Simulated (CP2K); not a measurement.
# Short convergence ladders for Rb (Im-3m, 1 atom in the cell)

```yaml
crystal:
  lattice:
    - [4.90772, 0.00000, 0.00000]
    - [-1.63591, 4.62704, 0.00000]
    - [-1.63591, -2.31352, 4.00714]
  atoms:
    - { symbol: Rb, position: [0.00000, 0.00000, 0.00000] }
```

Base method: LDA (Pade form), GPW, DZVP-MOLOPT-SR-GTH basis, GTH-PADE potentials (GTH_POTENTIALS) (CP2K).

Base settings: CUTOFF = 500 Ry; REL_CUTOFF = 60 Ry; SMEAR/METHOD = FERMI_DIRAC; ELECTRONIC_TEMPERATURE = 1160.45 K; KPOINTS/SCHEME = MONKHORST-PACK 4 4 4; GAMMA_CENTERED = T; XC_FUNCTIONAL = PADE; Rb/BASIS_SET = DZVP-MOLOPT-SR-GTH; Rb/POTENTIAL = GTH-PADE-q9; METHOD = GPW.

**The k-point mesh at a smearing width of 0.05 eV**

In this ladder: ELECTRONIC_TEMPERATURE = 580.23 K. Moved along: GAMMA_CENTERED.

The second cell is the first with its lattice scaled by 0.98.

Only quantities that move along the ladder and can be compared are tabulated.

```tsv
KPOINTS/SCHEME	free energy less the last step's (meV/atom)	energy of the compressed cell less the first (meV/atom)	pressure (GPa)
MONKHORST-PACK 3 3 3	-82.65	-12.00	-0.42
MONKHORST-PACK 4 4 4	51.98	-6.80	-0.27
MONKHORST-PACK 5 5 5	-4.61	-10.09	-0.36
MONKHORST-PACK 6 6 6	11.99	-9.07	-0.33
MONKHORST-PACK 8 8 8	4.38	-9.41	-0.34
MONKHORST-PACK 9 9 9	-2.15	-9.87	-0.36
MONKHORST-PACK 11 11 11	-1.12	-9.86	-0.36
MONKHORST-PACK 13 13 13	-0.04	-9.81	-0.35
MONKHORST-PACK 16 16 16	0.00	-9.72	-0.35
```

Coarsest KPOINTS/SCHEME that holds the free energy within 0.5 meV/atom of the last step, with all finer ones: MONKHORST-PACK 13 13 13; the step before is off by 1.1 meV/atom.

Coarsest KPOINTS/SCHEME that holds the energy of the compressed cell less the first within 1 meV/atom of the last step, with all finer ones: MONKHORST-PACK 5 5 5; the step before is off by 2.9 meV/atom.

Coarsest KPOINTS/SCHEME that holds the pressure within 0.05 GPa of the last step, with all finer ones: MONKHORST-PACK 5 5 5; the step before is off by 0.08 GPa.

The energy difference between the two cells stays within 1 meV/atom of the last step's from MONKHORST-PACK 5 5 5 on, the total only from MONKHORST-PACK 13 13 13 on: much of the error is common to both cells and cancels.

**The width of Gaussian smearing**

In this ladder: SMEAR/METHOD = GAUSSIAN; ELECTRONIC_TEMPERATURE = default; KPOINTS/SCHEME = MONKHORST-PACK 7 7 7; GAMMA_CENTERED = default.

Narrow widths need finer meshes than wide ones, so the last steps can hold mesh noise.

Only quantities that move along the ladder and can be compared are tabulated; pressure and forces are left out, as mesh noise rules them at narrow widths.

```csv
SIGMA,free energy less the last step's (meV/atom),energy extrapolated to zero width less the last step's (meV/atom)
1 eV,-216.57,-4.86
0.5 eV,-55.01,-1.02
0.3 eV,-20.11,-1.50
0.2 eV,-9.25,-1.02
0.1 eV,-1.96,-0.12
0.05 eV,0.00,0.00
```

Widest SIGMA that holds the energy extrapolated to zero width within 0.5 meV/atom of the last step, with all finer ones: 0.1 eV; the step before is off by 1.0 meV/atom.

Widest SIGMA that holds the free energy within 5 meV/atom of the last step, with all finer ones: 0.1 eV; the step before is off by 9.3 meV/atom.

The extrapolation to zero width removes most of the smearing's effect on the energy.

On the base run: the starting cell has typed, rounded lattice constants, without a prior relaxation at this level. Its lattice was rescaled by up to half a per cent. Values carry the incompleteness of an atom-centred basis.

Left out of this page: 2 runs of the series outside the window shown, repeating another row's setting, or not comparable.
